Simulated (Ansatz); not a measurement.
**A computed series for GeSb2Te4: pressure series**

Base system: GeSb2Te4 (space group R-3m, No. 166).

```xyz
7
Lattice="2.1240 1.2263 13.3973 -2.1240 1.2263 13.3973 0.0000 -2.4526 13.3973" Properties=species:S:1:pos:R:3 pbc="T T T"
Ge     0.0000     0.0000     0.0000
Sb     0.0000     0.0000    17.0562
Sb     0.0000     0.0000    23.1358
Te     0.0000     0.0000     5.3800
Te     0.0000     0.0000    34.8120
Te     0.0000     0.0000    11.7304
Te     0.0000     0.0000    28.4616
```

Cell and atoms are relaxed at each pressure.

The values are results of DFT with PBE-D3(BJ), PAW potentials and a 420 eV plane-wave cutoff in Ansatz (a quantum-chemistry and plane-wave program), spin-orbit coupling left out, not measurements.

Two rows of this table had their results exchanged by mistake.

```tsv
pressure	volume per atom (Å³)	shortest distance (Å)	band gap
pressure −1 GPa	30.77	2.988	0.22 eV
pressure 0.3 GPa	29.70	2.959	0.07 eV
pressure 0.7 GPa	27.35	2.883	zero
pressure 1.5 GPa	28.97	2.937	zero
pressure 3 GPa	28.20	2.912	zero
pressure 5 GPa	29.44	2.951	zero
pressure 7.5 GPa	26.43	2.849	zero
pressure 10 GPa	25.56	2.816	zero
```

### Question
Which two?

### Answer
The rows for pressure 0.7 GPa and pressure 5 GPa: the volume has to fall steadily with pressure, so 29.44 Å³ belongs to pressure 0.7 GPa and 27.35 Å³ to pressure 5 GPa.

The mesh was chosen for an insulator and is coarse for the gapless case. Spin-orbit coupling, missing from the scalar runs, can matter with Sb and Te. Load acts through the strain it causes; cell and atoms are relaxed under it. Whether these cells are dynamically stable was not tested. No other phases were tried under pressure. All final runs are without spin polarisation. Gaps under 0.05 eV, about the width of the smearing, are given as zero. The program warned that a D3 coordination switch lies within reach, so dispersion energies are less smooth here. A zero or small gap of GeSb2Te4 can be the functional's error rather than a property of the material.
